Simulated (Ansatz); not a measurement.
The parent structure is ZrC in the rock salt structure (space group Fm-3m, No. 225; relaxed with 0.1 eV smearing).

```xyz
2
Lattice="0.0000 2.3345 2.3345 2.3345 0.0000 2.3345 2.3345 2.3345 0.0000" Properties=species:S:1:pos:R:3 pbc="T T T"
Zr     0.0000     0.0000     0.0000
C      2.3345     2.3345     2.3345
```

The values are results of PBEsol/PAW in Ansatz (an electronic-structure program), no spin-orbit coupling, not measurements.

Base values:

| Quantity | Value |
|---|---|
| Band gap | zero |
| Pressure | 0.0 GPa |

Modification: the cell is scaled by 0.9950 in all directions, atoms relaxed at fixed cell.

Task: Estimate the effect on the band gap.

Result: The band gap is still zero.

Task: What does the calculation give for the pressure after the change?

Result: The pressure goes from zero to 3.7 GPa.

Task: What happens to the energy relative to the base?

Result: The energy increases by 2.1 meV/atom.

The cells carry an imposed strain or load. Whether these cells are dynamically stable was not tested. All final runs are without spin polarisation.
